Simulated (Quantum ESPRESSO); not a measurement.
A self-consistent single point of RbBr (Fm-3m, 2 atoms in the cell) with Quantum ESPRESSO.

Computed with LDA (PZ), spin-orbit coupling, PseudoDojo fully relativistic norm-conserving (PBE) pseudopotentials (plane waves; Quantum ESPRESSO 7.5).

```xyz
2
Lattice="0.0000 3.4560 3.4560 3.4560 0.0000 3.4560 3.4560 3.4560 0.0000" Properties=species:S:1:pos:R:3 pbc="T T T"
Rb     0.0000     0.0000     0.0000
Br     3.4560     3.4560     3.4560
```

Reference input (self-consistent single point, DFT, PBE, plane waves, GBRV 1.5 ultrasoft (PBE) pseudopotentials): ecutwfc = 40 Ry; ecutrho = 200 Ry; occupations = fixed; potentials = {Rb: rb_pbe_v1.uspp.F.UPF, Br: br_pbe_v1.4.uspp.F.UPF}; K_POINTS = automatic 4 4 4 0 0 0; nbnd = 12; conv_thr = 1e-09 Ry; mixing_beta = 0.3. This run's input differs from it in these lines:

```diff
@@ -12,6 +12,8 @@
     ntyp = 2
-    ecutwfc = 40
-    ecutrho = 200
+    ecutwfc = 50
     occupations = 'fixed'
-    nbnd = 12
+    nbnd = 24
+    noncolin = .true.
+    lspinorb = .true.
+    input_dft = 'pz'
 /
@@ -22,4 +24,4 @@
 ATOMIC_SPECIES
-Rb    85.4678  rb_pbe_v1.uspp.F.UPF
-Br    79.9040  br_pbe_v1.4.uspp.F.UPF
+Rb    85.4678  Rb.upf
+Br    79.9040  Br.upf
 ATOMIC_POSITIONS crystal
```

Output (repeated stretches shortened):

```
     Self-consistent Calculation

     iteration #  1     ecut=    50.00 Ry     beta= 0.30

     Threshold (ethr) on eigenvalues was too large:
     Diagonalizing with lowered threshold

     total energy              =     -85.58005317 Ry
     estimated scf accuracy    <       0.04096385 Ry

     iteration #  2     ecut=    50.00 Ry     beta= 0.30

     total energy              =     -85.58032620 Ry
     estimated scf accuracy    <       0.00808617 Ry

     iteration #  3     ecut=    50.00 Ry     beta= 0.30
     c_bands:  1 eigenvalues not converged

     total energy              =     -85.58145773 Ry
     estimated scf accuracy    <       0.00110728 Ry

   [... 5 blocks of this kind left out ...]

     iteration #  9     ecut=    50.00 Ry     beta= 0.30

     total energy              =     -85.58153980 Ry
     estimated scf accuracy    <          9.9E-09 Ry

     iteration # 10     ecut=    50.00 Ry     beta= 0.30
     End of self-consistent calculation

     highest occupied, lowest unoccupied level (ev):     1.0288    4.7634

!    total energy              =     -85.58153980 Ry
     estimated scf accuracy    <          1.2E-10 Ry

     convergence has been achieved in  10 iterations

     Forces acting on atoms (cartesian axes, Ry/au):

     atom    1 type  1   force =     0.00000000    0.00000000    0.00000000
     atom    2 type  2   force =     0.00000000    0.00000000   -0.00000000

     Total force =     0.000000     Total SCF correction =     0.000000

          total   stress  (Ry/bohr**3)                   (kbar)     P=      -14.13
  -0.00009602   0.00000000  -0.00000000          -14.13        0.00       -0.00
   0.00000000  -0.00009602  -0.00000000            0.00      -14.13       -0.00
  -0.00000000  -0.00000000  -0.00009602           -0.00       -0.00      -14.13

   JOB DONE.
```

The run converged in 10 iterations. Against the reference run the pressure goes from 0.58 to -1.41 GPa and the gap on the mesh goes from 4.301 to 3.735 eV. The full log also holds: “c_bands:  1 eigenvalues not converged”.

The starting cell comes from a database of computed structures (which also holds hypothetical and non-ambient phases and stackings), without a prior relaxation at this level.

Cost on one core of a shared machine: roughly 30 s.
